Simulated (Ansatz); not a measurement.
Ansatz (an electronic-structure program) run on ScAl (Pm-3m, 2 atoms in the cell): zone-centre phonon calculation.

Method: LDA (PW92), default PAW files made with PBE (plane waves; Ansatz).

```
CELL_PARAMETERS angstrom
      3.38046     0.00000     0.00000
      0.00000     3.38046     0.00000
      0.00000     0.00000     3.38046
ATOMIC_POSITIONS crystal
  Sc 0.50000 0.50000 0.50000
  Al 0.00000 0.00000 0.00000
```

Reference input (self-consistent single point, DFT, LDA (PW92), plane waves, default PAW files made with PBE): basis.ecutwfc = 30.9 Ry; kpoints.mp_grid.grid = 10 10 10; hamiltonian.xc = lda; hamiltonian.pseudopotentials = {kind: paw} (the program's default PAW files); scf.occupations.method = fermi_dirac; scf.occupations.width = 0.0073 Ry. This run's input differs from it in these lines:

```diff
@@ -17,6 +17,5 @@
   occupations: { method: fermi_dirac, width: 0.0073 Ry }
-output:
-  forces: true
-  eigenvalues: true
-  stress: true
+  convergence: { dr2_threshold: 1.0e-11 eV }
+phonons:
+  method: dfpt
```

Output (repeated stretches shortened):

```
SCF iter   1: F=—  HF=-2602.846591 eV  |F-HF|=—  |Δ(HF+E_count)|=         —  Δρ=4.03e-3  dr2=7.44e-3  ethr=1.77e-3  ⟨swp⟩=5.0  Hψ=7373  notcnv=0
all-band conjugate gradients solve this SCF's bands
preconditioner: auto → none
SCF iter   2: F=—  HF=-2602.845467 eV  |F-HF|=—  |Δ(HF+E_count)|=   1.12e-3  Δρ=2.47e-3  dr2=2.40e-3  ethr=5.31e-5  ⟨swp⟩=1.0  Hψ=2394  notcnv=0
SCF iter   3: F=—  HF=-2602.845126 eV  |F-HF|=—  |Δ(HF+E_count)|=   3.42e-4  Δρ=6.62e-4  dr2=2.82e-4  ethr=1.72e-5  ⟨swp⟩=1.9  Hψ=1719  notcnv=0
SCF iter   4: F=—  HF=-2602.845047 eV  |F-HF|=—  |Δ(HF+E_count)|=   7.82e-5  Δρ=1.47e-4  dr2=7.10e-6  ethr=2.01e-6  ⟨swp⟩=2.6  Hψ=2307  notcnv=0
SCF iter   5: F=—  HF=-2602.845052 eV  |F-HF|=—  |Δ(HF+E_count)|=   4.18e-6  Δρ=1.17e-5  dr2=3.96e-8  ethr=5.07e-8  ⟨swp⟩=2.3  Hψ=1965  notcnv=0
SCF iter   6: F=—  HF=-2602.845049 eV  |F-HF|=—  |Δ(HF+E_count)|=   2.61e-6  Δρ=1.83e-6  dr2=9.04e-10  ethr=2.83e-10  ⟨swp⟩=2.7  Hψ=2193  notcnv=0
SCF iter   7: F=-2602.845049 eV  HF=-2602.845049 eV  |F-HF|=1.36e-12  |Δ(HF+E_count)|=  7.82e-11  Δρ=2.63e-7  dr2=9.58e-12  ethr=1.00e-12  ⟨swp⟩=3.7  Hψ=5717  notcnv=0
SCF 1 converged in 7 iterations: F = -2602.845049 eV  dr2 = 9.58e-12
DFPT response loops at Γ: preconditioner auto → Kerker (q_TF=auto, 2.304 Å⁻¹) (partly filled bands, converged f_vac=0.000) …
Free energy (F): -2602.845049 eV
Internal energy: -2602.814284 eV  (E = F + TS)
E sigma→0 (E₀):  -2602.829666 eV
Entropy (-TS):   -0.030765 eV (-15.383 meV/atom)
Fermi energy:    9.254438 eV
--- Phonons (Γ-DFPT): 2 representative perturbations + reference, on 126 of 1000 k-points (Σ response iterations 10) ---
  k mesh reduced under 8 symmetry operations, with k and −k counted as one. Each operation leaves every solved perturbation unchanged …
  ASR residual: 6.507e-4 → 0.000e0 eV/Å²; symmetrization residual: 2.549e-7 eV/Å²
  ASR residual per site (eV/Å²): 6.51e-4 3.50e-6
  Γ frequencies (cm⁻¹): 0.00 0.00 0.00 265.24 265.24 265.24
  non-analytic LO–TO correction: not included (Born effective charges unavailable; polar crystals: no LO–TO splitting at Γ)
```

The run converged in 7 iterations. 

Summary of the result:
Free energy E − TS (on the zero of these files): -2602.8450 eV
Fermi level (on the code's own zero): 9.25 eV
Zone-centre frequencies (cm⁻¹; negative means imaginary): 0, 0, 0, 265, 265, 265

The starting cell comes from a database of computed structures (which also holds hypothetical and non-ambient phases and stackings), without a prior relaxation at this level. Its lattice was rescaled by up to half a per cent.

Keys are those of Ansatz 0.2.
